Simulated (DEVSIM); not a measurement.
Device: In0.52Al0.48As/In0.53Ga0.47As p-n heterojunction, at 300 K.

```tsv
layer (left to right)	material	thickness (μm)	Nd (cm⁻³)	Na (cm⁻³)	τn (s)	τp (s)
1	In0.52Al0.48As	0.190	-	2.4e17	2.7e-9	2.7e-9
2	In0.53Ga0.47As	0.500	3.5e15	-	2.7e-9	2.7e-9
```

Left contact: ohmic. Right contact: ohmic. Voltage is applied to the left contact. Recombination: SRH at mid-gap, radiative. Mobility is constant in doping.

Constants are typed, rounded textbook-type inputs, not results; the design itself was drawn at random and stands for no fabricated device. Values at 300 K.

```
parameter      In0.52Al0.48As  In0.53Ga0.47As
-------------  --------------  --------------
gap (eV)                 1.45            0.74
affinity (eV)               4            4.51
permittivity             12.5            13.9
Nc (cm⁻³)              5.1e17          2.1e17
Nv (cm⁻³)              1.1e19          7.7e18
μn (cm²/Vs)              4000           12000
μp (cm²/Vs)                75             300
B (cm³/s)               1e-10         9.6e-11
```

Model (solved in DEVSIM): 1D drift-diffusion, Boltzmann statistics, complete ionisation; no tunnelling, impact ionisation, image-force lowering or self-heating. Band offsets follow the typed affinities; no thermionic-emission limit at abrupt steps, no polarisation charge.

The doping Na of layer 1 was swept, all else fixed.

```
doping Na of layer 1 (cm^-3)  dark forward voltage at 100 A/cm² (V)  largest field in the device at zero bias (V/cm)  dark forward voltage at 1 A/cm² (V)  potential step across the device at zero bias (V)
----------------------------  -------------------------------------  -----------------------------------------------  -----------------------------------  -------------------------------------------------
7.2e15                                                        0.599                                            21000                                0.313                                              0.645
2.4e16                                                            …                                                …                                0.299                                              0.676
7.2e16                                                        0.464                                            52000                                0.297                                              0.704
2.4e17                                                        0.445                                            94000                                0.296                                              0.735
7.2e17                                                        0.441                                           160000                                0.296                                              0.764
2.4e18                                                        0.440                                           290000                                0.296                                              0.795
```

**Question.** Fill in the missing entries.

**Answer.** 
- 2.4e16, dark forward voltage at 100 A/cm² (V): 0.513
- 2.4e16, largest field in the device at zero bias (V/cm): 32000
